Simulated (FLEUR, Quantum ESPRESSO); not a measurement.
A FLEUR input for a self-consistent single point of Ti3Be (P6_3/mmc, 8 atoms in the cell) (DFT, LDA (Perdew-Zunger), all-electron FLAPW (FLEUR), scalar-relativistic valence):

Input of the input generator:

```
Ti3Be
&input film=f /
10.3883990751 -0.0000000212 0.0000000000
-5.1941995192 8.9966175143 0.0000000000
0.0000000000 0.0000000000 8.3946509949
1.0
1.0 1.0 1.0

8
22 0.3484400000 0.1742200000 0.7500000000
22 0.6515600000 0.8257800000 0.2500000000
22 0.1742200000 0.3484400000 0.2500000000
22 0.8257800000 0.6515600000 0.7500000000
22 0.8257800000 0.1742200000 0.7500000000
22 0.1742200000 0.8257800000 0.2500000000
4 0.6666666667 0.3333333333 0.2500000000
4 0.3333333333 0.6666666667 0.7500000000

&comp jspins=1 /
&exco xctyp='pz' /
&kpt div1=5 div2=5 div3=6 gamma=t /
&end /
```

```xml
<?xml version="1.0" encoding="UTF-8" standalone="no"?>
<fleurInput fleurInputVersion="0.39">
   <comment>
      Ti3Be                                                                                               
   </comment>
   <calculationSetup>
      <cutoffs Kmax="4.3" Gmax="17.2" GmaxXC="17.2" numbands="0"/>
      <scfLoop itmax="80" minDistance="0.00001" maxIterBroyd="25" imix="Anderson" alpha="0.05" precondParam="0.0" spinf="2.0"/>
      <coreElectrons ctail="T" frcor="F" kcrel="0" coretail_lmax="0"/>
      <xcFunctional name="pz" relativisticCorrections="F"/>
      <magnetism jspins="1"/>
      <soc l_soc="F" theta="0.0" phi="0.0" spav="F"/>
      <expertModes spex="0" secvar="F"/>
      <geometryOptimization l_f="T" forcealpha="1.0" forcemix="BFGS" epsdisp="0.00001" epsforce="0.00001"/>
      <ldaU l_linMix="F" mixParam="0.05" spinf="1.0"/>
   </calculationSetup>
   <cell>
      <bzIntegration valenceElectrons="76.0" mode="gauss" fermiSmearingEnergy="0.00367493">
         <kPointListSelection listName="default-1"/>
         <!-- k-points included here -->
         <xi:include xmlns:xi="http://www.w3.org/2001/XInclude" href="kpts.xml"> </xi:include>
      </bzIntegration>
      <!-- symmetry operations included here -->
      <xi:include xmlns:xi="http://www.w3.org/2001/XInclude" href="sym.xml"> </xi:include>
      <bulkLattice scale="1.0">
         <bravaisMatrix>
            <row-1>   10.3883990751000006    -0.0000000212000000     0.0000000000000000</row-1>
            <row-2>   -5.1941995191999997     8.9966175143000005     0.0000000000000000</row-2>
            <row-3>    0.0000000000000000     0.0000000000000000     8.3946509948999992</row-3>
         </bravaisMatrix>
      </bulkLattice>
   </cell>
   <atomSpecies>
      <species name="Titanium (Ti)" element="Ti" atomicNumber="22">
         <mtSphere radius="2.32" gridPoints="801" logIncrement="0.015"/>
         <atomicCutoffs lmax="10" lnonsphr="8"/>
         <electronConfig flipSpins="F">
            <coreConfig>(1s1/2) (2s1/2) (2p1/2) (2p3/2)</coreConfig>
            <valenceConfig>(3s1/2) (3p1/2) (3p3/2) (4s1/2) (3d3/2) (3d5/2)</valenceConfig>
            <stateOccupation state="(3d3/2)" spinUp="0.4" spinDown="0.4"/>
            <stateOccupation state="(3d5/2)" spinUp="0.6" spinDown="0.6"/>
         </electronConfig>
         <energyParameters s="4" p="4" d="3" f="4"/>
         <lo type="SCLO" l="0" n="3" eDeriv="0"/>
         <lo type="SCLO" l="1" n="3" eDeriv="0"/>
      </species>
      <species name="Beryllium (Be)" element="Be" atomicNumber="4">
         <mtSphere radius="2.43" gridPoints="839" logIncrement="0.012"/>
         <atomicCutoffs lmax="10" lnonsphr="8"/>
         <electronConfig flipSpins="F">
            <coreConfig>(1s1/2)</coreConfig>
            <valenceConfig>(2s1/2)</valenceConfig>
         </electronConfig>
         <energyParameters s="2" p="2" d="3" f="4"/>
      </species>
   </atomSpecies>
   <atomGroups>
      <atomGroup species="Titanium (Ti)">
         <relPos label="                   1">.3484400000 .1742200000 -1.000/4.000</relPos>
         <relPos label="                   2">-.3484400000 -.1742200000 1.000/4.000</relPos>
         <relPos label="                   3">.1742200000 .3484400000 1.000/4.000</relPos>
         <relPos label="                   4">-.1742200000 -.3484400000 -1.000/4.000</relPos>
         <relPos label="                   5">-.1742200000 .1742200000 -1.000/4.000</relPos>
         <relPos label="                   6">.1742200000 -.1742200000 1.000/4.000</relPos>
         <force calculate="T" relaxXYZ="TTT"/>
      </atomGroup>
      <atomGroup species="Beryllium (Be)">
         <relPos label="                   7">-1.000/3.000 1.000/3.000 1.000/4.000</relPos>
         <relPos label="                   8">1.000/3.000 -1.000/3.000 -1.000/4.000</relPos>
         <force calculate="T" relaxXYZ="TTT"/>
      </atomGroup>
   </atomGroups>
   <output dos="F" band="F" slice="F">
      <checks vchk="F" cdinf="F"/>
      <bandDOS minEnergy="-.5*Htr" maxEnergy="0.5*Htr" sigma="0.015" storeEVData="T"/>
      <vacuumDOS vacdos="F" integ="F" star="F" nstars="0" locx1="0.0" locy1="0.0" locx2="0.0" locy2="0.0" nstm="0" tworkf="0.0"/>
      <unfoldingBand unfoldBand="F" supercellX="1" supercellY="1" supercellZ="1"/>
      <plotting iplot="0" polar="F">
         <plot TwoD="T" vec1="  1.0  0.0  0.0" vec2="  0.0  1.0  0.0" vec3="  0.0  0.0  1.0" zero="  0.0  0.0  0.0" file="plot"/>
      </plotting>
      <chargeDensitySlicing numkpt="0" minEigenval="0.0" maxEigenval="0.0" nnne="0" pallst="F"/>
      <specialOutput eonly="F"/>
      <magneticCircularDichroism mcd="F" energyLo="-10.0" energyUp="0.0"/>
   </output>
  <!-- We include the file relax.xml here to enable relaxations (see documentation) -->
  <xi:include xmlns:xi="http://www.w3.org/2001/XInclude" href="relax.xml"> <xi:fallback/> </xi:include>
</fleurInput>
```

Q: Give the Quantum ESPRESSO input for the same structure, mesh, smearing and functional.

A: This is the input that was run; spellings and numerical settings could be chosen otherwise.

```fortran
&control
  calculation = 'scf',
  prefix = 'run',
  outdir = './tmp',
  pseudo_dir = './',
  tprnfor = .true.,
  tstress = .true.,
/
&system
  ibrav = 0,
  celldm(1) = 10.388399075,
  nat = 8,
  ntyp = 2,
  ecutwfc = 50,
  ecutrho = 400,
  occupations = 'smearing',
  smearing = 'gauss',
  degauss = 0.0073499,
/
&electrons
  conv_thr = 1.0d-9,
  mixing_beta = 0.4,
/
ATOMIC_SPECIES
Ti    47.8670  ti_lda_v1.4.uspp.F.UPF
Be     9.0122  be_lda_v1.4.uspp.F.UPF
CELL_PARAMETERS alat
   1.000000000     0.000000000     0.000000000
  -0.500000000     0.866025404     0.000000000
   0.000000000     0.000000000     0.808079371
ATOMIC_POSITIONS crystal
Ti    0.348440000    0.174220000    0.750000000
Ti    0.651560000    0.825780000    0.250000000
Ti    0.174220000    0.348440000    0.250000000
Ti    0.825780000    0.651560000    0.750000000
Ti    0.825780000    0.174220000    0.750000000
Ti    0.174220000    0.825780000    0.250000000
Be    0.666666667    0.333333333    0.250000000
Be    0.333333333    0.666666667    0.750000000
K_POINTS automatic
5 5 6  0 0 0
```

Basis settings and potentials, where a program has them, do not carry over. This input uses DFT, LDA (PZ), plane waves, GBRV 1.5 ultrasoft (LDA) pseudopotentials. LDA parametrisations can differ slightly between programs.

The starting cell comes from a database of computed structures (which also holds hypothetical and non-ambient phases and stackings), without a prior relaxation at this level. Its lattice was rescaled by a random factor within 2.5 % of one.
